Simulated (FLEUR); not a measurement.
Input and output of a self-consistent single point for Al2CrB2Mo (Amm2, 6 atoms in the cell) (FLEUR).

Level of theory: FLEUR with LDA (Perdew-Zunger), all-electron FLAPW (FLEUR), scalar-relativistic valence.

The change in words: lattice scaled by 0.98. Reference geometry:
```
Al2CrB2Mo
1.0
    3.05892     0.00000     0.00000
    0.00000     1.56905     6.93578
    0.00000    -1.56905     6.93578
Al Cr B Mo
2 1 2 1
Cartesian
  1.52946   0.00000   9.61327
  0.00000   0.00000   4.16729
  0.00000   0.00000   1.20544
  1.52946   0.00000   7.43613
  0.00000   0.00000   6.53434
  1.52946   0.00000  12.65821
```

Reference input (self-consistent single point, DFT, LDA (Perdew-Zunger), all-electron FLAPW (FLEUR), scalar-relativistic valence): Kmax = 4.2 1/bohr; GmaxXC = 16.8 1/bohr; xcFunctional = pz; jspins = 1; l_soc = F; mode = hist; fermiSmearingEnergy = 0.00367493 Htr; mesh (inpgen div1-3) = 7 7 7; inpgen gamma flag = false; Gmax = 16.8 1/bohr; numbands = 0; maxIterBroyd = 15. This run's input differs from it in these lines:

```diff
@@ -3,5 +3,5 @@
 &input film=f /
-5.7805210371 0.0000000000 0.0000000000
-0.0000000000 2.9650653272 13.1067246607
-0.0000000000 -2.9650653272 13.1067246607
+5.6649113723 0.0000000000 0.0000000000
+0.0000000000 2.9057638317 12.8445894116
+0.0000000000 -2.9057638317 12.8445894116
 1.0
@@ -48,5 +48,5 @@
          <bravaisMatrix>
-            <row-1>    5.7805210370999998     0.0000000000000000     0.0000000000000000</row-1>
-            <row-2>    0.0000000000000000     2.9650653272000000    13.1067246606999994</row-2>
-            <row-3>    0.0000000000000000    -2.9650653272000000    13.1067246606999994</row-3>
+            <row-1>    5.6649113722999997     0.0000000000000000     0.0000000000000000</row-1>
+            <row-2>    0.0000000000000000     2.9057638316999999    12.8445894115999995</row-2>
+            <row-3>    0.0000000000000000    -2.9057638316999999    12.8445894115999995</row-3>
          </bravaisMatrix>
```

Output, abridged:

```
 Iteration:     1   Distance:      32.66083484 me/bohr^3
 Iteration:     2   Distance:      23.14684375 me/bohr^3
 Iteration:     3   Distance:      12.47373328 me/bohr^3
 Iteration:     4   Distance:       8.94648104 me/bohr^3
 Iteration:     5   Distance:       7.55070759 me/bohr^3
   [... 16 lines left out ...]
 Iteration:    22   Distance:       0.00006042 me/bohr^3
 Iteration:    23   Distance:       0.00004073 me/bohr^3
 Iteration:    24   Distance:       0.00001307 me/bohr^3
 Iteration:    25   Distance:       0.00000173 me/bohr^3
 Reset of history
 Run finished successfully
 Stop message:
   Structural relaxation: new displacements generated

[file out, last iteration]
             iter=     26
[...]
          total density-effective poten   -9.0691263581E+03
          total charge density-energy d   -2.0983413848E+02
 Updated energy parameters for spin:           1
[...]
 fermi energy and band-weighting factors:

[...]
FERMIE:
          first approx. to ef    (T=0)  :   0.472419 htr   (energy of the highest occ. eigenvalue)
          number of occ. states  (T=0)  :       1278
          first approx. to seigv (T=0)  : -12.158351 htr
          sum of weights of occ. states :  20.002915
          sum of semicore charge        :   0.000000 e
FERHIS:  Fermi-Energy by histogram:
          bandgap                     :   0.000897 htr
   [... lines left out ...]
          charge neutrality (T=0)     :   0.005831    (zero if the highest occ. eigenvalue is "entirely" occupied)
     EF_NEWTON:  Adjust Fermi-Energy by Newton-Method.
 Direct bandgap for spin            1 :    3.6111693237027009E-003  Htr
 ---->    free energy=                     -5627.4962925620 htr
   [... lines left out ...]
 TOTAL FORCE FOR ATOM TYPE=  4  X=  2.832   Y=  0.000   Z=-11.918
                       FX_TOT= 0.000000 FY_TOT= 0.000000 FZ_TOT= 0.002335
 TOTAL FORCE FOR ATOM TYPE=  5  X=  0.000   Y=  0.000   Z= 12.101
                       FX_TOT= 0.000000 FY_TOT= 0.000000 FZ_TOT= 0.000354
 TOTAL FORCE FOR ATOM TYPE=  6  X=  2.832   Y=  0.000   Z= -2.247
                       FX_TOT= 0.000000 FY_TOT= 0.000000 FZ_TOT=-0.000624
```

The run converged in 25 iterations. FLEUR gives forces in its relaxation mode, with a further iteration, so its stop message speaks of a relaxation. Against the reference run the free energy drops by 14.3 meV/atom and the largest force goes from 0.355 to 0.120 eV/Å.

The starting cell comes from a database of computed structures (which also holds hypothetical and non-ambient phases and stackings), without a prior relaxation at this level. For this run, on top of that: lattice scaled by 0.98. Spin polarisation is off. Values depend on the basis (sphere radii, cutoffs, local orbitals), which need not be converged. The log's line on a gap gives a spacing of levels on this mesh, which the program prints for metals too.

Cost on one core of a shared machine: roughly 7 min.
